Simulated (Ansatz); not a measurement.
Input and output of a self-consistent single point for BiS (Cm, 4 atoms in the cell) (Ansatz, a first-principles code).

Method of the run: LDA (PW92), default PAW files made with PBE (plane waves; Ansatz).

```
BiS
1.0
    2.83287    -2.79049     0.00000
    2.83287     2.79049     0.00000
   -1.65000     0.00000    10.87060
Bi S
2 2
Direct
  0.19052   0.19052   0.34731
  0.81082   0.81082   0.65729
  0.73361   0.73361   0.38560
  0.26639   0.26639   0.61440
```

Reference input (self-consistent single point, DFT, LDA (PW92), plane waves, default PAW files made with PBE): basis.ecutwfc = 420 eV; kpoints.mp_grid.grid = 8 8 3; hamiltonian.xc = lda; hamiltonian.pseudopotentials = {kind: paw} (the program's default PAW files); scf.occupations.method = fermi_dirac; scf.occupations.width = 0.1 eV. This run's input differs from it in these lines:

Ansatz 0.2 input:
```diff
@@ -13,3 +13,3 @@
 kpoints:
-  mp_grid: { grid: [8, 8, 3] }
+  mp_grid: { grid: [5, 5, 2] }
 hamiltonian:
@@ -18,3 +18,3 @@
 scf:
-  occupations: { method: fermi_dirac, width: 0.1 }
+  occupations: { method: fermi_dirac, width: 0.3 }
 output:
```

Output, abridged:

```
SCF iter   1: F=—  HF=-25911.096251 eV  |F-HF|=—  |Δ(HF+E_count)|=         —  Δρ=4.95e-3  dr2=6.35e-2  ethr=1.77e-3  ⟨swp⟩=7.7  Hψ=2746  notcnv=0
all-band conjugate gradients solve this SCF's bands
preconditioner: auto → LDOS
SCF iter   2: F=—  HF=-25911.086693 eV  |F-HF|=—  |Δ(HF+E_count)|=   9.56e-3  Δρ=2.36e-3  dr2=2.39e-2  ethr=1.51e-4  ⟨swp⟩=3.0  Hψ=1292  notcnv=0
SCF iter   3: F=—  HF=-25911.081643 eV  |F-HF|=—  |Δ(HF+E_count)|=   5.05e-3  Δρ=8.23e-4  dr2=2.27e-3  ethr=5.69e-5  ⟨swp⟩=2.0  Hψ=836  notcnv=0
SCF iter   4: F=—  HF=-25911.081115 eV  |F-HF|=—  |Δ(HF+E_count)|=   5.28e-4  Δρ=1.48e-4  dr2=5.39e-5  ethr=5.41e-6  ⟨swp⟩=2.3  Hψ=954  notcnv=0
SCF iter   5: F=—  HF=-25911.081121 eV  |F-HF|=—  |Δ(HF+E_count)|=   6.85e-6  Δρ=4.60e-5  dr2=5.40e-6  ethr=1.28e-7  ⟨swp⟩=3.0  Hψ=1003  notcnv=0
SCF iter   6: F=—  HF=-25911.081121 eV  |F-HF|=—  |Δ(HF+E_count)|=   4.68e-7  Δρ=1.05e-5  dr2=3.73e-7  ethr=1.29e-8  ⟨swp⟩=2.0  Hψ=914  notcnv=0
SCF iter   7: F=-25911.081121 eV  HF=-25911.081121 eV  |F-HF|=8.88e-9  |Δ(HF+E_count)|=   5.04e-8  Δρ=2.66e-6  dr2=1.68e-8  ethr=2.38e-10  ⟨swp⟩=7.6  Hψ=2629  notcnv=0
SCF 1 converged in 7 iterations: F = -25911.081121 eV  dr2 = 1.68e-8
Free energy (F): -25911.081121 eV
Internal energy: -25910.504491 eV  (E = F + TS)
E sigma→0 (E₀):  -25910.792806 eV
Entropy (-TS):   -0.576630 eV (-144.157 meV/atom)
Fermi energy:    4.133637 eV
--- Forces (eV/Å), atoms counted from 1 ---
  atom   1  Bi     0.09259603    -0.00000000     0.22988395
  atom   2  Bi    -0.08414515     0.00000000    -0.27156415
  atom   3  S     -0.14498189     0.00000000     0.13088393
  atom   4  S      0.13653225    -0.00000000    -0.08920664
--- Stress (GPa, compression-positive) ---
       -1.212414       0.000000       0.047760
        0.000000      -1.037184       0.000000
        0.047761       0.000000      -1.076227
  P = ⅓ Tr σ = -1.1086 GPa (-11.086 kbar)
  The stress holds the Pulay correction. Without it, at fixed plane waves, as pw.x and ABINIT print it: P = -1.1223 GPa
```

The run converged in 7 iterations. Against the reference run the free energy falls by 70.1 meV/atom, the pressure goes from -1.39 to -1.11 GPa and the largest force goes from 0.247 to 0.284 eV/Å.

The starting cell comes from a database of computed structures (which also holds hypothetical and non-ambient phases and stackings), without a prior relaxation at this level. Its lattice was rescaled by up to half a per cent. One atom was moved a little off its site on purpose. Spin-orbit coupling is off. Ansatz's pressure includes its estimate of the finite-basis (Pulay) stress. The run gives no clean gap (levels at the Fermi energy touch, overlap or are partly filled at this smearing), which alone does not show that the compound is a metal.
